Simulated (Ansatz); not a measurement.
An Ansatz (a program for electronic structure) run: Pt; Ansatz, PBE, PAW, cutoff 420 eV, no SOC, earlier PAW set.

Input:

Ansatz 0.2 input:
```yaml
crystal:
  lattice:
    - [0, 1.9850440297, 1.9850440297]
    - [1.9850440297, 0, 1.9850440297]
    - [1.9850440297, 1.9850440297, 0]
  atoms:
    - { symbol: Pt, position: [0, 0, 0] }
basis: { ecutwfc: 420, ecutrho_ratio: 4, xc_grid: 2, fft_grid_basis: typed }
kpoints: { mp_grid: { grid: [20, 20, 20] } }
hamiltonian:
  xc: pbe
  dispersion: none
  pseudopotentials: { azcp: { folder: ./paw }, kind: paw }
scf: { occupations: { method: fermi_dirac, width: 0.05 }, convergence: { dr2_threshold: 0.0000000001 } }
output: { forces: true, stress: true }
```

Output (explanatory and most iteration lines left out):

```
Pseudopotential: Pt, paw, valence charge 18
Crystal: 1 atoms, lattice volume = 15.644 Å³
Basis set: ecut = 420 eV, 331 PW (Γ), exchange–correlation on 40×40×40 points (8 copies of the dense FFT grid, shifted against one another)
Bands: 13, of which v1, the nominal top of the filled ones, is band 9 counted from 1 (8 counted from 0)
Symmetry: 48 space group operations
Space group: Fm-3m (ITA 225), of the structure as read, at distance tolerance 2.5e-5 Å
k-points: 256 of 8000
Functional: x = pbe(κ = 0.804, μ = 0.2195149727645171), c = pbe(β = 0.06672455060314922)
SCF iter   1: F=—  HF=-12525.056456 eV  |F-HF|=—  |Δ(HF+E_count)|=         —  Δρ=8.47e-2  dr2=1.09e0  ethr=3.10e-3  ⟨swp⟩=5.0  Hψ=17135  notcnv=0
SCF iter   2: F=—  HF=-12524.772576 eV  |F-HF|=—  |Δ(HF+E_count)|=   2.84e-1  Δρ=3.91e-2  dr2=2.17e-1  ethr=3.10e-3  ⟨swp⟩=2.0  Hψ=6313  notcnv=0
SCF 1 converged in 8 iterations: F = -12524.716141 eV  dr2 = 1.56e-11
SCF converged after 8 iterations
Free energy (F): -12524.716141 eV
Internal energy: -12524.701068 eV  (E = F + TS)
E sigma→0 (E₀):  -12524.708605 eV
Entropy (-TS):   -0.015072 eV (-15.072 meV/atom)
Fermi energy:    22.288406 eV
--- Forces (eV/Å), atoms counted from 1 ---
  atom   1  Pt     0.00000000     0.00000000     0.00000000
--- Stress (GPa, compression-positive) ---
       -0.000310      -0.000000       0.000000
        0.000000      -0.000310      -0.000000
        0.000000      -0.000000      -0.000310
  P = ⅓ Tr σ = -0.0003 GPa (-0.003 kbar)
```

Stability against distortions was not tested. The final runs are not spin-polarised. The cell is Pt in the fcc (Cu type) structure (space group Fm-3m, No. 225).
